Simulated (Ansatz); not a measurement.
Reference: AlP (F-43m), PBEsol with spin-orbit coupling, rigid bands (plane waves, PAW; Ansatz, a quantum-chemistry and plane-wave program); axes and stresses refer to this cell.

```yaml
crystal:
  lattice:
    - [0.00000, 2.73533, 2.73533]
    - [2.73533, 0.00000, 2.73533]
    - [2.73533, 2.73533, 0.00000]
  atoms:
    - { symbol: Al, position: [0.00000, 0.00000, 0.00000] }
    - { symbol: P, position: [0.75000, 0.75000, 0.75000] }
```

The Seebeck coefficient, p-type 1e19 cm⁻³ is 399 μV/K, the electron conductivity mass is 0.33 mₑ and the Seebeck coefficient, n-type 1e19 cm⁻³ is -263 μV/K.

```json
[
 {"Change": "uniaxial stress along [110] of -1 GPa (compression positive)", "Seebeck coefficient, p-type 1e19 cm⁻³": "384 μV/K", "electron conductivity mass": "0.34 mₑ", "Seebeck coefficient, n-type 1e19 cm⁻³": "-248 μV/K"},
 {"Change": "uniaxial stress along [110] of -2 GPa (compression positive)", "Seebeck coefficient, p-type 1e19 cm⁻³": "367 μV/K", "electron conductivity mass": "0.34 mₑ", "Seebeck coefficient, n-type 1e19 cm⁻³": "…"},
 {"Change": "uniaxial stress along [110] of 1 GPa (compression positive)", "Seebeck coefficient, p-type 1e19 cm⁻³": "370 μV/K", "electron conductivity mass": "0.33 mₑ", "Seebeck coefficient, n-type 1e19 cm⁻³": "-254 μV/K"},
 {"Change": "uniaxial stress along [110] of 2 GPa (compression positive)", "Seebeck coefficient, p-type 1e19 cm⁻³": "…", "electron conductivity mass": "0.33 mₑ", "Seebeck coefficient, n-type 1e19 cm⁻³": "-244 μV/K"},
 {"Change": "uniaxial stress along [111] of -1 GPa (compression positive)", "Seebeck coefficient, p-type 1e19 cm⁻³": "381 μV/K", "electron conductivity mass": "…", "Seebeck coefficient, n-type 1e19 cm⁻³": "-263 μV/K"},
 {"Change": "uniaxial stress along [111] of 2 GPa (compression positive)", "Seebeck coefficient, p-type 1e19 cm⁻³": "312 μV/K", "electron conductivity mass": "0.33 mₑ", "Seebeck coefficient, n-type 1e19 cm⁻³": "-263 μV/K"}
]
```

### Question
Some entries are withheld; supply them.

### Answer

- uniaxial stress along [110] of -2 GPa (compression positive), Seebeck coefficient, n-type 1e19 cm⁻³: -209 μV/K
- uniaxial stress along [110] of 2 GPa (compression positive), Seebeck coefficient, p-type 1e19 cm⁻³: 317 μV/K
- uniaxial stress along [111] of -1 GPa (compression positive), electron conductivity mass: 0.33 mₑ

Masses are for dilute carriers at 300 K, harmonic means over directions unless an axis is named. Seebeck coefficients are for the stated density at 300 K, with one relaxation time for all states and whether or not that doping can be reached. Stresses and pressures are the targets of the relaxation.  The structure type is held under load, also where the real crystal would transform.
